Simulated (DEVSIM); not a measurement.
## abrupt GaP p-n junction

Structure: abrupt GaP p-n junction, at 300 K.

| layer (left to right) | material | thickness (μm) | Nd (cm⁻³) | Na (cm⁻³) | τn (s) | τp (s) |
|---|---|---|---|---|---|---|
| 1 | GaP | 0.510 | - | 1.5e18 | 1.4e-6 | 1.4e-6 |
| 2 | GaP | 230 | 4.5e13 | - | 1.4e-6 | 1.4e-6 |

Left contact: ohmic. Right contact: ohmic. Voltage is applied to the left contact. Recombination: SRH at mid-gap, radiative. Mobility is μmin + (μ − μmin)/(1 + (N/Nref)^α).

The device is made up for the run: typed textbook-type constants, with dimensions and the other settings drawn at random. Values at 300 K.

```csv
parameter,GaP
gap (eV),2.26
affinity (eV),3.8
permittivity,11.1
Nc (cm⁻³),1.8e19
Nv (cm⁻³),1.9e19
μn (cm²/Vs),250
μp (cm²/Vs),150
"μn,min",10
"μp,min",10
"Nref,n",4.4e18
"Nref,p",1e18
αn,0.8
αp,0.85
B (cm³/s),1e-13
```

Simulated with DEVSIM: 1D drift-diffusion, Boltzmann statistics, complete ionisation; no tunnelling, impact ionisation, image-force lowering or self-heating.

- Potential step across the device at zero bias: 1.861 V
- Largest field in the device at zero bias: 68000 V/cm

Small-signal capacitance in reverse bias (quasi-static):

| V (V) | C (nF/cm²) |
|---|---|
| -0.4 | 1.31 |
| -1 | 1.15 |
| -2 | 0.982 |
| -3 | 0.870 |
| -4 | 0.789 |
| -6 | 0.678 |
| -8 | 0.604 |
| -10 | 0.550 |
| -13 | 0.491 |
| -16 | 0.447 |
| -20 | 0.404 |

Dark forward current:

```
V (V)  J (A/cm²)
-----  ---------
0.50     5.1e-14
0.75     7.4e-12
0.85     5.5e-11
0.95     4.1e-10
1.05      3.2e-9
1.15      2.5e-8
1.25      2.2e-7
1.30      7.4e-7
1.40      1.3e-5
1.50     0.00034
1.60      0.0033
1.70      0.0097
1.80       0.018
1.90       0.029
2.00       0.042
2.10       0.058
2.20       0.078
2.30        0.10
2.40        0.13
2.50        0.16
2.60        0.21
2.65        0.23
2.75        0.28
2.85        0.34
2.95        0.41
3.05        0.49
3.15        0.57
3.25        0.67
```
